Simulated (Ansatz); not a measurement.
A self-consistent single point of NaB₃H₈ (Pmn2_1, 24 atoms in the cell) with Ansatz (an electronic-structure program).

Level of theory: PBEsol, default PAW files made with PBE (plane waves; Ansatz).

```xyz
24
Lattice="7.8693 0.0000 0.0000 0.0000 5.8251 0.0000 0.0000 0.0000 4.5868" Properties=species:S:1:pos:R:3 pbc="T T T"
Na     0.0000     3.3157     4.1338
Na     3.9347     2.5095     1.8404
B      6.9680     1.4450     1.8797
B      4.8360     4.3801     4.1731
B      0.9014     1.4450     1.8797
B      3.0333     4.3801     4.1731
H      6.5945     1.5961     2.8805
H      5.2095     4.2290     0.5871
H      1.2748     1.5961     2.8805
H      2.6598     4.2290     0.5871
H      6.5394     2.0970     1.1008
H      5.2646     3.7281     3.3943
H      1.3299     2.0970     1.1008
H      2.6047     3.7281     3.3943
H      6.5378     0.3874     1.5733
H      5.2662     5.4378     3.8667
H      1.3315     0.3874     1.5733
H      2.6032     5.4378     3.8667
B      0.0000     5.8030     1.3742
B      3.9347     0.0221     3.6676
H      0.0000     5.6096     0.3303
H      3.9347     0.2155     2.6237
H      0.0000     4.8989     2.0274
H      3.9347     0.9262     4.3208
```

Reference input (self-consistent single point, DFT, PBEsol, plane waves, default PAW files made with PBE): kpoints.mp_grid.grid = 4 6 7; hamiltonian.xc = pbesol; hamiltonian.pseudopotentials = {kind: paw} (the program's default PAW files); scf.occupations.method = cold; scf.occupations.width = 0.1 eV. This run's input differs from it in these lines:

Ansatz 0.2 input:
```diff
@@ -33,3 +33,4 @@
   mp_grid:
-    grid: [4, 6, 7]
+    grid: [4, 5, 6]
+    shift: [0.5, 0.5, 0.5]
 hamiltonian:
```

Output, abridged:

```
SCF iter   1: F=—  HF=-4119.048416 eV  |F-HF|=—  |Δ(HF+E_count)|=         —  Δρ=7.39e-3  dr2=8.45e-2  ethr=1.77e-3  ⟨swp⟩=6.3  Hψ=4252  notcnv=0  defer=124
all-band conjugate gradients solve this SCF's bands
preconditioner: auto → Resta (q_TF=auto, 2.162 Å⁻¹)
SCF iter   2: F=—  HF=-4119.031082 eV  |F-HF|=—  |Δ(HF+E_count)|=   1.73e-2  S|Δr|=    0.00e0  Δρ=3.51e-3  dr2=1.96e-2  ethr=1.63e-4  ⟨swp⟩=1.0  Hψ=1044  notcnv=0  defer=136
   [... lines left out ...]
SCF iter   5: F=—  HF=-4119.029075 eV  |F-HF|=—  |Δ(HF+E_count)|=   1.24e-4  S|Δr|=    0.00e0  Δρ=3.29e-5  dr2=2.51e-6  ethr=8.51e-8  ⟨swp⟩=2.0  Hψ=896  notcnv=0  defer=136
SCF iter   6: F=—  HF=-4119.029077 eV  |F-HF|=—  |Δ(HF+E_count)|=   1.76e-6  S|Δr|=    0.00e0  Δρ=9.18e-6  dr2=1.60e-7  ethr=4.83e-9  ⟨swp⟩=2.0  Hψ=1040  notcnv=0  defer=136
SCF iter   7: F=-4119.029077 eV  HF=-4119.029077 eV  |F-HF|=3.62e-9  |Δ(HF+E_count)|=   1.89e-7  S|Δr|=    0.00e0  Δρ=2.28e-6  dr2=1.04e-8  ethr=1.92e-10  ⟨swp⟩=12.9  Hψ=5205  notcnv=0
SCF 1 converged in 7 iterations: F = -4119.029077 eV  dr2 = 1.04e-8
Stability not checked (fill_not_monotonic)
Free energy (F): -4119.029077 eV
Internal energy: -4119.029077 eV  (E = F + TS)
E sigma→0 (E₀):  -4119.029077 eV
Fermi energy:    1.970700 eV
--- Forces (eV/Å), atoms counted from 1 ---
  atom   1  Na     0.00000000    -0.09029407     0.03363945
  atom   2  Na    -0.00000000     0.09029407     0.03363945
  atom   3  B      3.51964990    -0.93943675    -1.20581687
  atom   4  B     -3.51964990     0.93943675    -1.20581687
  atom   5  B     -3.51964990    -0.93943675    -1.20581687
   [... lines left out ...]
  atom  24  H     -0.00000000     2.15361108     1.70600291
--- Stress (GPa, compression-positive) ---
        3.536058      -0.000000       0.000000
       -0.000000       9.718061      -0.000000
        0.000000      -0.000000      24.812592
  P = ⅓ Tr σ = 12.6889 GPa (126.889 kbar)
  The stress holds the Pulay correction. Without it, at fixed plane waves, as pw.x and ABINIT print it: P = 12.4587 GPa
```

The run converged in 7 iterations. Against the reference run the free energy is nearly the same (within 1 meV/atom), the pressure stays at 12.69 GPa, the largest force stays at 4.745 eV/Å and the gap on the mesh goes from 5.942 to 5.966 eV.

The starting cell comes from a database of published, mostly measured structures (it also holds non-ambient and calculated ones), without a prior relaxation at this level. Its lattice was rescaled by a random factor within 2.5 % of one. Forces in this geometry exceed 1 eV/Å. Ansatz's pressure includes its estimate of the finite-basis (Pulay) stress. The shifted mesh does not hold Γ, so a gap read on it misses any band edge there.
